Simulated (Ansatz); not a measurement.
**A computed series for MoSi2: response to strain**

Base system: MoSi2 (space group I4/mmm, No. 139; a = 3.190 Å, c = 7.822 Å; relaxed with 0.1 eV smearing). Axes: x, y, z lie along a, b, c of the conventional cell.

Strains are applied to the cell and any free atomic positions relax.

Calculations: PBEsol, PAW, 420 eV (Ansatz, a first-principles code; spin-orbit coupling left out).

Notes on the quantities. energy relative to the base: free energy F; pressure: mean of the normal stresses, compression positive.

```tsv
case	energy relative to the base	pressure	volume per atom
base	0 meV/atom	0.0 GPa	13.27 Å³
tensor shear ε_xz = +0.57 %	+1.1 meV/atom	0.0 GPa	13.27 Å³
tensor shear ε_xz = +0.86 %	+2.5 meV/atom	0.1 GPa	13.27 Å³
tensor shear ε_xz = +1.14 %	+4.4 meV/atom	0.1 GPa	13.27 Å³
tensor shear ε_xz = +1.43 %	+7.0 meV/atom	0.2 GPa	13.26 Å³
tensor shear ε_xz = +0.29 %	+0.3 meV/atom	0.0 GPa	13.27 Å³
tensor shear ε_xz = +1.71 %	+9.9 meV/atom	0.3 GPa	13.26 Å³
```

No phonon test of stability was made. All final runs are without spin polarisation.
